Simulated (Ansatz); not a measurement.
This concerns the energy change on adding O to slab B from O2 (gas). Reaction: cell B + 1/2 O2 (gas) → cell A. The sign is products less reactants.

Cell A: a slab of composition Si34Ge2H12O built on Si (diamond, Fd-3m) (100), with 23 atoms on that crystal's sites, 49 atoms, rectangular cell of 11.60 × 7.74 Å (89.8 Å²), symmetry P1 within 0.02 Å, 9.8 Å thick under 15 Å of vacuum, in-plane vectors held at the crystal's; planes from bottom to top: H6 | Si6 × 4 | Si5Ge | Si5GeO | H6, its two faces unlike (dipole correction applied); foreign atoms: Ge2HO bound through Ge to 3 Si at 2.39–2.44 Å; 11 times H bound to 1 Si at 1.50 Å; against B it holds O more, on a cell with six atoms a plane; spin state with PBE: run without spin, k-point mesh 2×3×1.
```yaml
crystal:
  lattice:
    - [11.60360, 0.00000, 0.00000]
    - [0.00000, 7.73573, 0.00000]
    - [0.00000, 0.00000, 25.18159]
  atoms:
    - { symbol: Si, position: [0.99893, 0.09499, 0.36903] }
    - { symbol: Si, position: [0.16510, 0.01584, 0.41778] }
    - { symbol: Si, position: [0.16941, 0.25449, 0.47559] }
    - { symbol: Si, position: [0.99866, 0.24701, 0.52351] }
    - { symbol: Si, position: [0.99773, 0.00754, 0.58031] }
    - { symbol: Si, position: [0.16109, 0.09251, 0.62991] }
    - { symbol: Si, position: [0.99847, 0.40911, 0.36957] }
    - { symbol: Si, position: [0.16535, 0.49196, 0.41774] }
    - { symbol: Si, position: [0.16268, 0.75480, 0.46935] }
    - { symbol: Si, position: [0.99582, 0.74973, 0.52685] }
    - { symbol: Si, position: [0.99107, 0.48824, 0.57884] }
    - { symbol: Si, position: [0.14740, 0.40534, 0.63058] }
    - { symbol: Si, position: [0.33123, 0.09397, 0.36899] }
    - { symbol: Si, position: [0.49734, 0.01080, 0.41730] }
    - { symbol: Si, position: [0.49967, 0.25063, 0.47399] }
    - { symbol: Si, position: [0.33754, 0.25596, 0.52754] }
    - { symbol: Si, position: [0.33141, 0.01571, 0.58308] }
    - { symbol: Si, position: [0.50130, 0.07158, 0.63231] }
    - { symbol: Si, position: [0.33133, 0.40895, 0.36923] }
    - { symbol: Si, position: [0.49740, 0.49119, 0.41762] }
    - { symbol: Si, position: [0.49608, 0.75136, 0.47065] }
    - { symbol: Si, position: [0.32717, 0.76345, 0.52705] }
    - { symbol: Ge, position: [0.31234, 0.50683, 0.58309] }
    - { symbol: Ge, position: [0.53167, 0.38775, 0.64545] }
    - { symbol: Si, position: [0.66308, 0.09333, 0.36853] }
    - { symbol: Si, position: [0.83076, 0.00810, 0.41544] }
    - { symbol: Si, position: [0.83201, 0.24581, 0.47266] }
    - { symbol: Si, position: [0.66629, 0.24355, 0.52429] }
    - { symbol: Si, position: [0.66537, 0.00333, 0.58110] }
    - { symbol: Si, position: [0.83192, 0.08901, 0.62875] }
    - { symbol: Si, position: [0.66350, 0.40851, 0.36902] }
    - { symbol: Si, position: [0.83061, 0.48852, 0.41701] }
    - { symbol: Si, position: [0.82955, 0.74902, 0.46917] }
    - { symbol: Si, position: [0.66394, 0.74661, 0.52758] }
    - { symbol: Si, position: [0.66786, 0.48436, 0.57953] }
    - { symbol: Si, position: [0.83085, 0.40331, 0.62803] }
    - { symbol: H, position: [0.00380, 0.03023, 0.31277] }
    - { symbol: H, position: [0.16039, 0.02506, 0.68586] }
    - { symbol: H, position: [0.00010, 0.47571, 0.31348] }
    - { symbol: H, position: [0.14859, 0.47570, 0.68609] }
    - { symbol: H, position: [0.33058, 0.02830, 0.31279] }
    - { symbol: H, position: [0.50275, 0.98576, 0.68581] }
    - { symbol: H, position: [0.33190, 0.47535, 0.31311] }
    - { symbol: H, position: [0.57643, 0.41987, 0.70278] }
    - { symbol: H, position: [0.66072, 0.02947, 0.31214] }
    - { symbol: H, position: [0.83308, 0.02422, 0.68503] }
    - { symbol: H, position: [0.66312, 0.47478, 0.31288] }
    - { symbol: H, position: [0.83109, 0.47166, 0.68391] }
    - { symbol: O, position: [0.40551, 0.52361, 0.64134] }
```

Cell B: a slab of composition Si34Ge2H12 built on Si (diamond, Fd-3m) (100), with 23 atoms on that crystal's sites, 48 atoms, rectangular cell of 11.60 × 7.74 Å (89.8 Å²), symmetry P1 within 0.02 Å, 9.5 Å thick under 16 Å of vacuum, in-plane vectors held at the crystal's; planes from bottom to top: H6 | Si6 × 4 | Si5Ge × 2 | H6; foreign atoms: Ge2H bound through Ge to 3 Si at 2.39–2.45 Å; 11 times H bound to 1 Si at 1.50 Å; spin state with PBE: run without spin, k-point mesh 2×3×1.
```
CELL_PARAMETERS angstrom
     11.60360     0.00000     0.00000
      0.00000     7.73573     0.00000
      0.00000     0.00000    25.18159
ATOMIC_POSITIONS crystal
  Si 0.99967 0.09337 0.36946
  Si 0.16625 0.01059 0.41740
  Si 0.16671 0.24991 0.47431
  Si 0.00018 0.24953 0.52523
  Si 0.99989 0.00914 0.58169
  Si 0.16590 0.09137 0.63007
  Si 0.99990 0.40828 0.36979
  Si 0.16669 0.49043 0.41786
  Si 0.16621 0.75118 0.47049
  Si 0.00004 0.74990 0.52854
  Si 0.99956 0.48994 0.58160
  Si 0.16233 0.40584 0.63121
  Si 0.33344 0.09306 0.36969
  Si 0.50030 0.01069 0.41767
  Si 0.50011 0.25058 0.47436
  Si 0.33343 0.25047 0.52506
  Si 0.33308 0.01185 0.58172
  Si 0.50044 0.08558 0.63044
  Si 0.33341 0.40819 0.36979
  Si 0.50000 0.49089 0.41789
  Si 0.50031 0.75115 0.47079
  Si 0.33289 0.75565 0.52781
  Ge 0.33122 0.49496 0.58295
  Ge 0.50350 0.40634 0.63323
  Si 0.66682 0.09330 0.36963
  Si 0.83338 0.01026 0.41774
  Si 0.83330 0.24980 0.47451
  Si 0.66651 0.24971 0.52541
  Si 0.66699 0.00893 0.58181
  Si 0.83357 0.09229 0.62983
  Si 0.66668 0.40839 0.36981
  Si 0.83331 0.49017 0.41799
  Si 0.83349 0.75018 0.47078
  Si 0.66709 0.75006 0.52856
  Si 0.66907 0.49026 0.58158
  Si 0.83423 0.40734 0.62969
  H  0.99924 0.02876 0.31313
  H  0.16648 0.02405 0.68609
  H  0.99963 0.47382 0.31356
  H  0.16132 0.47004 0.68757
  H  0.33378 0.02866 0.31334
  H  0.49985 0.01594 0.68617
  H  0.33347 0.47319 0.31351
  H  0.50476 0.47342 0.69133
  H  0.66701 0.02872 0.31330
  H  0.83364 0.02740 0.68612
  H  0.66697 0.47368 0.31356
  H  0.83395 0.47271 0.68594
```

Reference: an isolated O2 molecule (triplet) in a box of 11 × 11 × 13 Å.

All numbers come from Ansatz (a quantum-chemistry and plane-wave program), plane waves with PAW, its default PAW set, cutoff 420 eV, 500 eV for r2SCAN. The structures are at rest with PBE, within the held lattices; other levels are single points on them. HSE06 runs on coarser k-point meshes, mended by the PBE difference between the two meshes. Neutral cells; Fermi-Dirac smearing of at most 0.05 eV in the solids, energies taken to zero width. The lattices are those relaxed with PBE or held as stated, so at other levels the solids can be strained, which adds to the spread. Larger cells are relaxed from a start prepared with the learned potential CHGNet, on a coarser mesh till forces fall under 0.03 eV/Å, which some starts already meet. A dispersion term (D3(BJ), or D4 for r2SCAN) was computed beside these levels and is taken off wherever the name lacks it. The PAW files were made for PBE and serve at the other functionals too. Space groups of crystals are read within 0.01 Å. Static lattices, no vibrational contributions. Cells are local rest points, mostly with their start's symmetry. No correction for cell size.

Q: What value does r2SCAN give?

A: -1.93 eV, for cell B + 1/2 O2 (gas) → cell A.

Q: How does the value move with the functional?

A: 
```csv
Method,value (eV),less r2SCAN
PBE,-1.81,0.12
HSE06,-1.80,0.13
```

The levels shown span 0.13 eV, from r2SCAN (-1.93) to HSE06 (-1.80).
